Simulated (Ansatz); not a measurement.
Name crystals whose mean free path at 300 K lies between 9.2 and 14.3 nm and whose resistivity at 300 K lies between 15.9 and 25 μΩ·cm, by PBEsol, DFPT electron-phonon coupling, linearised Boltzmann equation (Ansatz, an electronic-structure program).

Many crystals can fit; among those computed here:
- NbAu2 (P6/mmm): 11.5 nm, 19.9 μΩ·cm
- Lu3InN (Pm-3m): 10.8 nm, 21 μΩ·cm
- BaAu2 (P6/mmm): 12.8 nm, 21 μΩ·cm
- Sc₃InN (Pm-3m): 10.8 nm, 19.5 μΩ·cm

Metals; harmonic phonons alone scatter; means over directions. The mean free path is weighted by the current that each state carries. Halving the electron mesh moves these values by up to 8 %; q meshes are mostly untested. Spin-orbit coupling is left out.

Formula and space group known from diffraction (Crystallography Open Database), not checked to be the room-temperature form: BaAu2 (P6/mmm), Lu3InN (Pm-3m), NbAu2 (P6/mmm), Sc3InN (Pm-3m). The missing spin-orbit coupling matters most for BaAu2 (P6/mmm), Lu3InN (Pm-3m), NbAu2 (P6/mmm).
